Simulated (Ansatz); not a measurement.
Ba2CuHgO4: response to strain

Start from Ba2CuHgO4 (space group P4/mmm, No. 123; a = 3.853 Å, c = 9.550 Å; a cell from a computed database, its experimental status unchecked). Axes: x, y, z lie along a, b, c of the conventional cell.

Strains are applied to the cell and any free atomic positions relax; under biaxial strain the out-of-plane vector relaxes too; under stress the whole cell relaxes.

The values are results of DFT with PBEsol, PAW potentials and a 420 eV plane-wave cutoff in Ansatz (an electronic-structure program), no SOC, not measurements.

| change | space group | volume per atom |
|---|---|---|
| base | P4/mmm (No. 123) | 17.72 Å³ |
| biaxial strain +1.81 %, plane normal [001], relaxed out of plane | P4/mmm (No. 123) | 18.14 Å³ |
| uniaxial strain ε_zz = −4.09 % | P4/mmm (No. 123) | 16.99 Å³ |
| uniaxial stress, 8 GPa tension along x | Pmmm (No. 47) | 18.43 Å³ |

Without a gap, meshes like the base's 12×12×5 leave anisotropic stresses uncertain by several tenths of a GPa, and small strain energies with them. Stability under load was not tested beyond the relaxation. No Hubbard U is applied and the magnetic state is the run's own (Ba2CuHgO4 not spin-polarised); other magnetic orders, which need larger cells, were not tried and can change the gap. The final runs are not spin-polarised. An odd electron count without spin: Ba2CuHgO4.
